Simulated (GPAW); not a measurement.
**Equation of state of fcc Pd (space group 225): energy against volume (GPAW, PBEsol)**

```
CELL_PARAMETERS angstrom
      0.00000     1.88853     1.88853
      1.88853     0.00000     1.88853
      1.88853     1.88853     0.00000
ATOMIC_POSITIONS crystal
  Pd 0.00000 0.00000 0.00000
```

Method of the run: PBEsol, GPAW PAW datasets PBEsol (made by gpaw-setup) (plane waves; GPAW). Settings: mode = pw; ecut = 585 eV; xc = PBEsol; kpts = 26 26 26; mesh shift (steps) = 0 0 0; occupations.name = fermi-dirac; occupations.width = 0.05 eV; nbands = -5; convergence.density = 1e-05 e/electron; convergence.energy = 1e-05 eV/electron; symmetry.symmorphic = false; symmetry.tolerance = 0.0005; maxiter = 150. The cell above is the first row's. The rows scale it uniformly. In all rows the k mesh is held. E is the free energy at the stated smearing, counted from the lowest row.

| V (Å^3/atom) | E (meV/atom) |
|---|---|
| 13.471 | ? |
| 13.764 | 33.04 |
| 14.057 | 12.94 |
| 14.350 | 2.31 |
| 14.642 | 0.00 |
| 14.935 | 4.98 |
| 15.228 | 16.36 |
| 15.521 | 33.34 |
| 15.814 | 55.22 |

Taking the third-order Birch-Murnaghan form, a cubic in V^(-2/3) for E over the 8 complete rows: With u = V^(-2/3) - 0.166, the rows have u = 0.008115, 0.005687, 0.003342, 0.001083, -0.001109, -0.003231, -0.005286, -0.007277. Least squares gives E = 1.590 - 2254.47·u + 727784·u² + 3408319·u³. Residuals (row less fit): -0.003, 0.006, -0.001, -0.006, -0.001, 0.003, 0.001, -0.002; standard error 0.005 (degrees of freedom: 4). Its minimum lies at u = 0.001532, so V0 = (0.167532)^(-3/2) = 14.58. There d²E/du² = 1487000 and d³E/du³ = 2.045e7, so B0 = (4/9) × 14.58^(-7/3) × 1487000 × 0.160218 = 204 GPa (the last factor turns the table's units into GPa), and B0' = 4 + (2/3) × 0.167532 × (2.045e7)/1487000 = 5.5. The program's pressures in the fitted runs (not shown) pass through zero at V = 14.58, 0.01 % from this V0.

Q: Estimate the missing E (V = 13.471); what did the run itself give?

A: u = 0.010631, so E = 1.590 - 2254.47 × 0.010631 + 727784 × 0.010631² + 3408319 × 0.010631³ = 63.971 meV/atom. The calculation gives 63.87 meV/atom, 0.101 meV/atom below the prediction (0.2 % of the range of E in the table). The row lies outside the fitted rows, so this is an extrapolation. From the scatter of the fitted rows alone, a prediction at this place has a standard error of 0.015 meV/atom, so the miss is 6.6 times that.

Carrying the step between the two nearest rows on in a straight line would have given 53.14, off by 10.73; series whose last step already gives the withheld value aren't shown. The scan was laid around a cell of about the measured size, scaled by a guess for this functional. Spin polarisation is off. Cutoffs and mesh are single choices, not tested for convergence of this quantity. Series with a scatter that would blur these digits, or in which a gap closes, are not shown. Nor are scans whose minimum lies at an end fitted in this form.

Terms beyond the fitted order, or numerical noise in single rows, can give a miss of this size; the table doesn't tell which.
